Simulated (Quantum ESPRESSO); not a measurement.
Band structure of Gd (P6_3/mmc, 2 atoms in the cell).

```
Gd
1.0
    3.69510     0.00000     0.00000
   -1.84755     3.20005     0.00000
    0.00000     0.00000     5.98789
Gd
2
Direct
  0.33333   0.66667   0.25000
  0.66667   0.33333   0.75000
```
Moments meant for the start (each program seeds them in its own way; μB, in the order of the atoms Gd Gd): 7.0 7.0.

Method of the run: PBE, SSSP 1.1.2 efficiency (PBE) pseudopotentials (plane waves; Quantum ESPRESSO).

Settings: ecutwfc = 50 Ry; ecutrho = 400 Ry; occupations = smearing; smearing = cold; degauss = 0.0073499 Ry; nspin = 2; potentials = {Gd: Gd.GGA-PBE-paw-v1.0.UPF}; K_POINTS = automatic 4 4 2 0 0 0; conv_thr = 1e-10 Ry; mixing_beta = 0.5.

The starting cell comes from a database of computed structures (which also holds hypothetical and non-ambient phases and stackings), without a prior relaxation at this level. Its lattice was rescaled by a random factor within 2.5 % of one. Spin-orbit coupling is off. The magnetic order is the one reached from the typed start; others were not searched systematically. With U or open f shells several self-consistent states can exist. The f electrons are in the valence without U or exact exchange, which can misplace them near the Fermi level. Spin-orbit terms, which matter for f shells, are left out.

Levels in eV from the Fermi level, bands 22 to 24 of the first spin channel:
| point | 22 | 23 | 24 |
|---|---|---|---|
| Γ | -4.20 | -4.20 | -2.32 |
| M | -4.18 | -1.97 | -1.65 |
| K | -4.18 | -1.18 | -0.78 |
| A | -4.20 | -3.48 | -3.48 |
| L | -4.19 | -2.10 | -2.10 |
| H | -4.19 | -0.87 | -0.86 |

Bands cross the Fermi level along this path, so the cell is metallic at this level.

The net moment of the cell came out as 8.00 μB.
